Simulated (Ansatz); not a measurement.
Base system: TiC in the rock salt structure (space group Fm-3m, No. 225; a = 4.261 Å; relaxed with 0.1 eV smearing). Axes: x, y, z lie along the cube axes.

Calculations: LDA (Ansatz, a program for electronic structure), without spin-orbit coupling.

Strains are applied to the cell and any free atomic positions relax.

One change was made to it. Results:

| quantity | base | after |
|---|---|---|
| energy relative to the base (free energy F) | 0 meV/atom | +8.6 meV/atom |
| shortest interatomic distance | 4.026 bohr | 4.026 bohr |

Question: Name the change that was made.
A. tensor shear ε_xy = +2.00 %
B. tensor shear ε_xy = +0.57 %
C. tensor shear ε_xy = +0.86 %

Answer: A, tensor shear ε_xy = +2.00 %. For comparison, the energy relative to the base in the other runs: tensor shear ε_xy = +0.57 % gives +0.7 meV/atom; tensor shear ε_xy = +0.86 % gives +1.6 meV/atom.

Whether these cells are dynamically stable was not tested. All final runs are without spin polarisation.
